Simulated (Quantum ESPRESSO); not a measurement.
Quantum ESPRESSO run on YScO3 (P6_3/mmc, 10 atoms in the cell): self-consistent single point.

Method: vdW-DF-cx, GBRV 1.5 ultrasoft (PBE) pseudopotentials (plane waves; Quantum ESPRESSO).

```
CELL_PARAMETERS angstrom
      3.59059     0.00000     0.00000
     -1.79530     3.10954     0.00000
      0.00000     0.00000    12.44424
ATOMIC_POSITIONS crystal
  Y  0.00000 0.00000 0.50000
  Y  0.00000 0.00000 0.00000
  Sc 0.66667 0.33333 0.75000
  Sc 0.33333 0.66667 0.25000
  O  0.66667 0.33333 0.58309
  O  0.33333 0.66667 0.41691
  O  0.33333 0.66667 0.08309
  O  0.66667 0.33333 0.91691
  O  0.00000 0.00000 0.75000
  O  0.00000 0.00000 0.25000
```

Reference input (self-consistent single point, DFT, PBEsol, plane waves, GBRV 1.5 ultrasoft (PBESOL) pseudopotentials): ecutwfc = 50 Ry; ecutrho = 400 Ry; occupations = fixed; potentials = {Y: y_pbesol_v1.4.uspp.F.UPF, Sc: sc_pbesol_v1.uspp.F.UPF, O: o_pbesol_v1.2.uspp.F.UPF}; K_POINTS = automatic 5 5 2 0 0 0; nbnd = 46; conv_thr = 1e-09 Ry. This run's input differs from it in these lines:

```diff
@@ -17,2 +17,3 @@
     nbnd = 46
+    input_dft = 'vdw-df-cx'
 /
@@ -22,5 +23,5 @@
 ATOMIC_SPECIES
-Y     88.9058  y_pbesol_v1.4.uspp.F.UPF
-Sc    44.9559  sc_pbesol_v1.uspp.F.UPF
-O     15.9990  o_pbesol_v1.2.uspp.F.UPF
+Y     88.9058  y_pbe_v1.4.uspp.F.UPF
+Sc    44.9559  sc_pbe_v1.uspp.F.UPF
+O     15.9990  o_pbe_v1.2.uspp.F.UPF
 ATOMIC_POSITIONS {crystal}
```

The program printed (abridged):

```
     Self-consistent Calculation

     iteration #  1     ecut=    50.00 Ry     beta= 0.70

---- Real-time Memory Report at c_bands before calling an iterative solver
           461 MiB given to the printing process from OS
           131 MiB allocation reported by mallinfo(arena+hblkhd)
------------------

     -----------------------------------------------
     Non-local corr. energy    =       1.50010167 Ry
     -----------------------------------------------

     total energy              =    -567.59154789 Ry
     estimated scf accuracy    <       3.49219860 Ry

     iteration #  2     ecut=    50.00 Ry     beta= 0.70

   [... lines left out ...]
     Non-local corr. energy    =       1.45867681 Ry
     -----------------------------------------------

     total energy              =    -569.35915498 Ry
     estimated scf accuracy    <          2.3E-09 Ry

     iteration # 14     ecut=    50.00 Ry     beta= 0.70

---- Real-time Memory Report at c_bands before calling an iterative solver
           548 MiB given to the printing process from OS
           185 MiB allocation reported by mallinfo(arena+hblkhd)
------------------

     -----------------------------------------------
     Non-local corr. energy    =       1.45867741 Ry
     -----------------------------------------------
     End of self-consistent calculation

     highest occupied, lowest unoccupied level (ev):     7.9363   11.4575

!    total energy              =    -569.35915498 Ry
     estimated scf accuracy    <          1.5E-10 Ry

     convergence has been achieved in  14 iterations

     -----------------------------------------------
     Non-local corr. energy    =       1.45867741 Ry
     -----------------------------------------------

     Forces acting on atoms (cartesian axes, Ry/au):

     atom    1 type  1   force =     0.00000000    0.00000000    0.00000000
     atom    2 type  1   force =     0.00000000    0.00000000    0.00000000
     atom    3 type  2   force =    -0.00000000   -0.00000000    0.00000000
     atom    4 type  2   force =     0.00000000    0.00000000    0.00000000
   [... lines left out ...]
     Total force =     0.009157     Total SCF correction =     0.000008
   [... lines left out ...]
     Non-local corr. energy    =       1.45867741 Ry
     -----------------------------------------------

          total   stress  (Ry/bohr**3)                   (kbar)     P=      -54.88
  -0.00037822   0.00000000   0.00000000          -55.64        0.00        0.00
   0.00000000  -0.00037822   0.00000000            0.00      -55.64        0.00
   0.00000000   0.00000000  -0.00036276            0.00        0.00      -53.36

   JOB DONE.
```

The run converged in 14 iterations. Against the reference run the pressure goes from -6.67 to -5.49 GPa, the largest force hardly changes (0.120 to 0.118 eV/Å) and the gap on the mesh goes from 3.483 to 3.521 eV.

The starting cell comes from a database of computed structures (which also holds hypothetical and non-ambient phases and stackings), without a prior relaxation at this level. With a pressure of about -5 GPa the cell is away from its equilibrium volume at this level.

Cost on one core of a shared machine: roughly 4 min.
